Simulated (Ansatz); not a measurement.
# WSi₂ under load (space group I4/mmm): band-structure transport figures

Input:

```
CELL_PARAMETERS angstrom
     -1.60228     1.60228     3.89442
      1.60228    -1.60228     3.89442
      1.60228     1.60228    -3.89442
ATOMIC_POSITIONS crystal
  Si 0.33439 0.33439 0.00000
  Si 0.66561 0.66561 0.00000
  W  0.00000 0.00000 0.00000
```

Level of theory: PBEsol, rigid bands (plane waves, PAW, scalar-relativistic; Ansatz, a first-principles code). Condition of this run: uniaxial stress zz = 2 GPa (compression positive) (the target of the relaxation). Geometry: cell and atoms relaxed with PBEsol, then loaded as said.

```yaml
density of states at the Fermi level: 0.221 states/(eV·cell), both spins
bare Sommerfeld coefficient: 0.174 mJ/(mol of atoms·K²)
drude_plasma_energy: 2.6 (x), 2.6 (y), 3.1 (z) eV
root-mean-square Fermi velocity: 7.3e5 m/s
resistivity times τ: 70 (x), 70 (y), 52 (z) ×10⁻²² Ω·m·s
```

A metal at this level (no band gap); rigid bands, thermally averaged at 300 K, both spins. Spin-orbit coupling is left out, which matters with elements this heavy. τ is one relaxation time for all states.
